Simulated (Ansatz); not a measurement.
The structure below was relaxed with PBE (Ansatz, a first-principles code, PAW, without spin-orbit coupling), earlier PAW set, at pressure 9 GPa.

Space group F-43m (No. 216); a = 6.253 Å, b = 6.253 Å, c = 6.253 Å, α = 90.00°, β = 90.00°, γ = 90.00°

```json
[
 {"atom": "Te", "site": "4c", "symmetry": "-43m", "x": "0.2500", "y": "0.2500", "z": "0.2500"},
 {"atom": "Cd", "site": "4a", "symmetry": "-43m", "x": "0.0000", "y": "0.0000", "z": "0.0000"}
]
```

### Question
Write out a cell with all atoms.

### Answer
```
CdTe
1.0
    6.25284     0.00000     0.00000
    0.00000     6.25284     0.00000
    0.00000     0.00000     6.25284
Te Cd
4 4
Direct
  0.25000   0.25000   0.25000
  0.25000   0.75000   0.75000
  0.75000   0.25000   0.75000
  0.75000   0.75000   0.25000
  0.00000   0.00000   0.00000
  0.00000   0.50000   0.50000
  0.50000   0.00000   0.50000
  0.50000   0.50000   0.00000
```
This is the conventional cell.

Load acts through the strain it causes; cell and atoms are relaxed under it. No phonon test of stability was made. Measured, CdTe leaves this structure (for cinnabar) near 3.53 GPa (temperature not stated; as listed in Datta, Sujoy, Jana, Debnarayan, arXiv (2020)), on rising pressure, with hysteresis. The cell was made from CdTe in the zinc blende structure (space group F-43m, No. 216) by this change: pressure 9 GPa.
